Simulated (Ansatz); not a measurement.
The starting structures come from a database of crystals and need not be the phases stable at ambient conditions.

 Where the default PAW files enter, the runs use the earlier of Ansatz's two default sets.

Evanescent states of SrWO4 (I4_1/a, not sure to be the ambient phase, 12 atoms a cell, 14.7 Å³ an atom, -2 GPa at this level) along the normal of (101)

Level of theory: r2SCAN (plane waves, PAW; Ansatz, a first-principles code).

The gap is the functional's own, uncorrected, and κ follows it; spin-orbit coupling is left out. Mid-gap values are interpolated between the computed energies.

Energies count from the valence-band top; κ is the least over a 6×6 mesh across the current.

```tsv
E (eV)	κ (1/Å)	where
0.12	0.228	Γ
0.34	0.349	Γ
0.57	0.413	Γ
0.81	0.454	Γ
1.03	0.484	Γ
1.26	…	Γ
1.50	…	Γ
1.73	…	Γ
1.96	…	Γ
2.19	…	Γ
2.42	…	Γ
2.65	…	Γ
2.88	…	Γ
3.10	…	Γ
3.33	…	Γ
3.56	…	off Γ
3.79	0.500	off Γ
4.03	0.473	off Γ
4.25	0.436	off Γ
4.49	0.382	off Γ
4.71	0.303	off Γ
```

Problem. What belongs in the gaps?

Solution. 
- 1.26, κ (1/Å): 0.506
- 1.50, κ (1/Å): 0.522
- 1.73, κ (1/Å): 0.534
- 1.96, κ (1/Å): 0.541
- 2.19, κ (1/Å): 0.546
- 2.42, κ (1/Å): 0.548
- 2.65, κ (1/Å): 0.547
- 2.88, κ (1/Å): 0.544
- 3.10, κ (1/Å): 0.540
- 3.33, κ (1/Å): 0.533
- 3.56, κ (1/Å): 0.524
